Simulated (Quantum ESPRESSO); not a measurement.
Quantum ESPRESSO run on AlP (F-43m, 2 atoms in the cell): self-consistent single point.

Method of the run: PBE, PseudoDojo standard norm-conserving (PBE) pseudopotentials (plane waves; Quantum ESPRESSO).

```yaml
crystal:
  lattice:
    - [-2.72253, 0.00000, 2.72253]
    - [0.00000, 2.72253, 2.72253]
    - [-2.72253, 2.72253, 0.00000]
  atoms:
    - { symbol: Al, position: [0.00000, 0.00000, 0.00000] }
    - { symbol: P, position: [0.75000, 0.75000, 0.75000] }
```

Reference input (self-consistent single point, DFT, PBE, plane waves, PseudoDojo standard norm-conserving (PBE) pseudopotentials): ecutwfc = 45 Ry; occupations = smearing; smearing = gauss; degauss = 0.00147 Ry; potentials = {Al: Al.upf, P: P.upf}; K_POINTS = automatic 8 8 8 0 0 0; conv_thr = 1e-10 Ry. This run's input differs from it in these lines:

```diff
@@ -12,3 +12,3 @@
    ntyp = 2,
-   ecutwfc = 45,
+   ecutwfc = 18,
    occupations = 'smearing',
```

Output (repeated stretches shortened):

```
     Self-consistent Calculation

     iteration #  1     ecut=    18.00 Ry     beta= 0.70

     total energy              =     -18.53557951 Ry
     estimated scf accuracy    <       0.09149324 Ry

     iteration #  2     ecut=    18.00 Ry     beta= 0.70

     total energy              =     -18.55317642 Ry
     estimated scf accuracy    <       0.01203996 Ry

     iteration #  3     ecut=    18.00 Ry     beta= 0.70

     total energy              =     -18.55530135 Ry
     estimated scf accuracy    <       0.00050575 Ry

   [... 3 blocks of this kind left out ...]

     iteration #  7     ecut=    18.00 Ry     beta= 0.70

     total energy              =     -18.55534213 Ry
     estimated scf accuracy    <          1.7E-09 Ry

     iteration #  8     ecut=    18.00 Ry     beta= 0.70
     End of self-consistent calculation

     the Fermi energy is     6.3978 ev

!    total energy              =     -18.55534213 Ry
     estimated scf accuracy    <          4.3E-12 Ry
     smearing contrib. (-TS)   =      -0.00000000 Ry
     internal energy E=F+TS    =     -18.55534213 Ry

     convergence has been achieved in   8 iterations

     Forces acting on atoms (cartesian axes, Ry/au):

     atom    1 type  1   force =     0.00000000    0.00000000   -0.00000000
     atom    2 type  2   force =     0.00000000    0.00000000    0.00000000

     Total force =     0.000000     Total SCF correction =     0.000000

          total   stress  (Ry/bohr**3)                   (kbar)     P=        1.82
   0.00001238  -0.00000000  -0.00000000            1.82       -0.00       -0.00
  -0.00000000   0.00001238   0.00000000           -0.00        1.82        0.00
  -0.00000000   0.00000000   0.00001238           -0.00        0.00        1.82

   JOB DONE.
```

The run converged in 8 iterations. Against the reference run the free energy goes up by 145 meV/atom, the pressure goes from 2.98 to 0.18 GPa and the gap on the mesh goes from 1.560 to 1.599 eV.

The starting cell comes from a database of computed structures (which also holds hypothetical and non-ambient phases and stackings), without a prior relaxation at this level. Its lattice was rescaled by a random factor within 2.5 % of one. At the lowered cutoff the pressure carries the error of an incomplete plane-wave basis.
